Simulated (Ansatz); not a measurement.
An Ansatz (a first-principles code) run: CsPbCl3 with a change (uniaxial strain ε_zz = +1.80 %); plane-wave PAW DFT at the LDA level (Ansatz, 420 eV), scalar-relativistic without spin-orbit coupling.

Input:

Ansatz 0.2 input:
```yaml
crystal:
  lattice:
    - [5.5208567994, 0, 0]
    - [0, 5.5208567994, 0]
    - [0, 0, 5.6202322218]
  atoms:
    - { symbol: Cs, position: [0, 0, 0] }
    - { symbol: Pb, position: [0.5, 0.5, 0.5] }
    - { symbol: Cl, position: [0.5, 0, 0.5] }
    - { symbol: Cl, position: [0, 0.5, 0.5] }
    - { symbol: Cl, position: [0.5, 0.5, 0] }
basis: { ecutwfc: 420, ecutrho_ratio: 4, xc_grid: 2, fft_grid_basis: typed }
kpoints: { mp_grid: { grid: [6, 6, 6] } }
hamiltonian:
  xc: lda
  dispersion: none
  pseudopotentials: { kind: paw }
scf: { occupations: { method: fermi_dirac, width: 0.05 }, convergence: { dr2_threshold: 0.0000000005 } }
relax: { f_tol: 0.005, max_steps: 50 }
output: { forces: true, stress: true }
checkpoint: { write: state.ck, write_every: 1000 }
```

Output (explanatory and most iteration lines left out):

```
Relaxation: its limit of steps is 50 (relax.max_steps)
Pseudopotential: Cs, paw, valence charge 9
Pseudopotential: Pb, paw, valence charge 14
Pseudopotential: Cl, paw, valence charge 7
Crystal: 5 atoms, lattice volume = 171.304 Å³
Basis set: ecut = 420 eV, 3343 PW (Γ), exchange–correlation on 80×80×80 points (8 copies of the dense FFT grid, shifted against one another)
Bands: 27, of which v1, the nominal top of the filled ones, is band 22 counted from 1 (21 counted from 0)
Symmetry: 16 space group operations
Space group: P4/mmm (ITA 123), of the structure as read, at distance tolerance 5.6e-5 Å
k-points: 40 of 216
Functional: x = slater, c = lda
SCF iter   1: F=—  HF=-20246.779621 eV  |F-HF|=—  |Δ(HF+E_count)|=         —  Δρ=5.47e-3  dr2=6.04e-2  ethr=1.77e-3  ⟨swp⟩=7.6  Hψ=5784  notcnv=0
SCF iter   2: F=—  HF=-20246.761812 eV  |F-HF|=—  |Δ(HF+E_count)|=   1.78e-2  Δρ=2.55e-3  dr2=8.92e-3  ethr=1.37e-4  ⟨swp⟩=2.6  Hψ=2049  notcnv=0  defer=12
SCF 1 converged in 9 iterations: F = -20246.759200 eV  dr2 = 1.73e-11
relax step   1: F+E_penalty+E_count = -20246.75919974 eV  Δ(F+E_penalty+E_count) = +0.000e0 eV  max|allowed force component| = 1.571e-28 eV/Å  Δτ_max = 0.0000 Å  (9 SCF iters, accepted)
SCF converged after 9 iterations
Free energy (F): -20246.759200 eV
Internal energy: -20246.759200 eV  (E = F + TS)
E sigma→0 (E₀):  -20246.759200 eV
Fermi energy:    4.952376 eV
--- Forces (eV/Å), atoms counted from 1 ---
  atom   1  Cs    -0.00000000     0.00000000     0.00000000
  atom   2  Pb     0.00000000    -0.00000000    -0.00000000
  atom   3  Cl     0.00000000    -0.00000000    -0.00000000
  atom   4  Cl     0.00000000     0.00000000     0.00000000
  atom   5  Cl     0.00000000    -0.00000000    -0.00000000
--- Stress (GPa, compression-positive) ---
       -0.153412       0.000000       0.000000
        0.000000      -0.153412       0.000000
        0.000000       0.000000      -1.147480
  P = ⅓ Tr σ = -0.4848 GPa (-4.848 kbar)
--- Relaxed structure (1 steps of the walk, 1 accepted, 0 SCFs on fresh bases) ---
  atoms:
    - { symbol: Cs, position: [0.0, 0.0, 0.0] }
    - { symbol: Pb, position: [0.49999999999999994, 0.49999999999999994, 0.5] }
    - { symbol: Cl, position: [0.49999999999999994, 0.0, 0.5] }
    - { symbol: Cl, position: [0.0, 0.49999999999999994, 0.5] }
    - { symbol: Cl, position: [0.49999999999999994, 0.49999999999999994, 0.0] }
```

Spin-orbit coupling, missing from the scalar runs, can matter with Pb. Stability against distortions was not tested. The cell was made from CsPbCl$_{3}$ in the cubic perovskite structure (space group Pm-3m, No. 221) by this change: uniaxial strain ε_zz = +1.80 %. Many cubic perovskites are stable only at high temperature; tilts and polar distortions were not tested. This is not the structure that CsPbCl3 has at room temperature and ambient pressure.
